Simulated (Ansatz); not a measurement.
Input and output of a self-consistent single point for Au (P-1, 2 atoms in the cell) (Ansatz, an electronic-structure program).

Method of the run: LDA (PW92), default PAW files made with PBE (plane waves; Ansatz).

```yaml
crystal:
  lattice:
    - [2.82957, 0.00000, 0.00000]
    - [-0.01302, 2.83428, 0.00000]
    - [-1.14359, -1.19134, 4.94864]
  atoms:
    - { symbol: Au, position: [0.33124, 0.33829, 0.73604] }
    - { symbol: Au, position: [0.67286, 0.66596, 0.27406] }
```

Reference input (self-consistent single point, DFT, LDA (PW92), plane waves, default PAW files made with PBE): basis.ecutwfc = 420 eV; kpoints.mp_grid.grid = 12 12 7; hamiltonian.xc = lda; hamiltonian.pseudopotentials = {kind: paw} (the program's default PAW files); scf.occupations.method = gaussian; scf.occupations.width = 0.1 eV. This run's input differs from it in these lines:

Ansatz 0.2 input:
```diff
@@ -13,3 +13,4 @@
   mp_grid:
-    grid: [12, 12, 7]
+    grid: [10, 10, 6]
+    shift: [0.5, 0.5, 0.5]
 hamiltonian:
```

Output (repeated stretches shortened):

```
SCF iter   1: F=—  HF=-25729.401723 eV  |F-HF|=—  |Δ(HF+E_count)|=         —  Δρ=8.05e-3  dr2=2.04e-2  ethr=1.77e-3  ⟨swp⟩=4.9  Hψ=25951  notcnv=0
all-band conjugate gradients solve this SCF's bands
preconditioner: auto → Kerker (q_TF=auto, 2.709 Å⁻¹)
SCF iter   2: F=—  HF=-25729.398027 eV  |F-HF|=—  |Δ(HF+E_count)|=   3.70e-3  Δρ=3.72e-3  dr2=3.69e-3  ethr=5.36e-5  ⟨swp⟩=2.0  Hψ=12476  notcnv=0
SCF iter   3: F=—  HF=-25729.396818 eV  |F-HF|=—  |Δ(HF+E_count)|=   1.21e-3  Δρ=7.57e-4  dr2=1.44e-4  ethr=9.72e-6  ⟨swp⟩=2.0  Hψ=9101  notcnv=0
SCF iter   4: F=—  HF=-25729.396802 eV  |F-HF|=—  |Δ(HF+E_count)|=   1.60e-5  Δρ=1.71e-4  dr2=1.25e-5  ethr=3.79e-7  ⟨swp⟩=2.6  Hψ=11358  notcnv=0
SCF iter   5: F=—  HF=-25729.396804 eV  |F-HF|=—  |Δ(HF+E_count)|=   1.99e-6  Δρ=4.90e-5  dr2=1.62e-6  ethr=3.29e-8  ⟨swp⟩=2.0  Hψ=10124  notcnv=0
SCF iter   6: F=-25729.396803 eV  HF=-25729.396804 eV  |F-HF|=3.58e-8  |Δ(HF+E_count)|=   2.18e-7  Δρ=1.08e-5  dr2=7.16e-8  ethr=2.63e-10  ⟨swp⟩=4.0  Hψ=30169  notcnv=0
SCF 1 converged in 6 iterations: F = -25729.396803 eV  dr2 = 7.16e-8
Free energy (F): -25729.396803 eV
Internal energy: -25729.393765 eV  (E = F + TS)
E sigma→0 (E₀):  -25729.395284 eV
Entropy (-TS):   -0.003039 eV (-1.519 meV/atom)
Fermi energy:    16.215973 eV
--- Forces (eV/Å), atoms counted from 1 ---
  atom   1  Au    -0.04861632    -0.03999900    -0.42021357
  atom   2  Au     0.04861632     0.03999900     0.42021357
--- Stress (GPa, compression-positive) ---
      -14.280304       0.307027       0.257886
        0.307027     -14.448796       0.210457
        0.257886       0.210457     -11.267198
  P = ⅓ Tr σ = -13.3321 GPa (-133.321 kbar)
  The stress holds the Pulay correction. Without it, at fixed plane waves, as pw.x and ABINIT print it: P = -13.3642 GPa
```

The run converged in 6 iterations. Against the reference run the free energy goes up by 5.9 meV/atom, the pressure moves little (-13.26 to -13.33 GPa) and the largest force goes from 0.447 to 0.425 eV/Å.

The starting cell comes from a database of computed structures (which also holds hypothetical and non-ambient phases and stackings), without a prior relaxation at this level. Its lattice was rescaled by up to half a per cent. One atom was moved a little off its site on purpose. Ansatz's pressure includes its estimate of the finite-basis (Pulay) stress.
